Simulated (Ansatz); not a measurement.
We consider Li2MnO3 (C2/m, No. 12), described by PBEsol-D3(BJ) (PAW; Ansatz, a program for electronic structure).

Settings: plane-wave cutoff 520 eV, 8×8×8 k mesh, Fermi–Dirac smearing 0.01 eV, spin-polarised with parallel moments, scalar-relativistic PAW data made under PBE.

Results at a series of volumes:

```
V (Å³/atom)  E − E_lowest (meV/atom)  P (GPa)
-----------  -----------------------  -------
7.581                           5.63     5.92
7.739                           1.36     2.80
7.897                           0.00     0.01
8.055                           1.25    -2.50
8.213                           4.84    -4.74
```

**Question.** What bulk modulus B0 and pressure derivative B′ does a third-order Birch–Murnaghan fit give?

**Answer.** V0 = 7.898 Å³/atom, B0 = 132 GPa, B′ = 4.5 (fit to the energies at full precision).

Shape and atoms are relaxed at each volume.

Note: the magnetic order was assumed, not searched for or taken from measurement; the relaxation could not lower the start's symmetry, so the cell can be a saddle point above a distorted one; without U or exact exchange, gaps and moments of open d shells tend to come out too small; the bulk modulus comes from volumes at which shape and atoms were relaxed.
